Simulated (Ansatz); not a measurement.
The reference is CdSe in the wurtzite structure (space group P6_3mc, No. 186; a = 4.3397 Å, c = 7.0783 Å). Axes: x lies along a and z along c of the hexagonal cell.

Levels (all Ansatz, a program for electronic structure, PAW, earlier PAW set): r2SCAN (500 eV, no spin-orbit coupling); HSE06 (420 eV, no SOC).

Its gap is 1.10 eV with r2SCAN and 1.54 eV with HSE06.

Modification: compressive biaxial strain of 2.94 % in the plane normal to [001], as in epitaxy on a mismatched substrate; the out-of-plane cell vector and the atoms relax.

With r2SCAN the gap becomes 1.01 eV.

Q: If the HSE06 correction stayed the same, what would the HSE06 gap be, and what does the HSE06 run give?

A: A rigid correction of +0.44 eV gives 1.45 eV. The HSE06 run gives 1.46 eV, so the two effects roughly add.

Single points use the geometry relaxed with r2SCAN. No phonon test of stability was made.
